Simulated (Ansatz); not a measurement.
The starting structures come from a database of crystals and need not be the phases stable at ambient conditions.

 Where the default PAW files enter, the runs use the earlier of Ansatz's two default sets.

By PBEsol, the system below comes out a metal.

Given:

```
Nb5Si3
1.0
    7.57312     0.00000     0.00000
    1.81906     7.35141     0.00000
    2.87703    -3.67570     4.66777
Nb Si
10 6
Direct
  0.98245   0.31519   0.50000
  0.01755   0.68481   0.50000
  0.81519   0.48245   0.16726
  0.18481   0.51755   0.83274
  0.31519   0.98245   0.50000
  0.68481   0.01755   0.50000
  0.48245   0.81519   0.83274
  0.51755   0.18481   0.16726
  0.50000   0.50000   0.00000
  0.00000   0.00000   0.00000
  0.87154   0.12846   0.75692
  0.12846   0.87154   0.24308
  0.37154   0.62846   0.50000
  0.62846   0.37154   0.50000
  0.25000   0.25000   0.00000
  0.75000   0.75000   0.00000
```

Space group of this cell: I4/mcm. The cell is taken as given; by PBEsol its mean pressure is -5.1 GPa.

The current flows along the normal of the first two printed cell vectors, the (110) plane of the conventional cell. No spin-orbit coupling; the value is a mean over 0.1 eV about the Fermi level.

### Question
Estimate the ballistic conductance per area that Ansatz (a quantum-chemistry and plane-wave program) with PBEsol returns for this system.

### Answer
0.40 × 10¹⁵ S/m² for both spins.
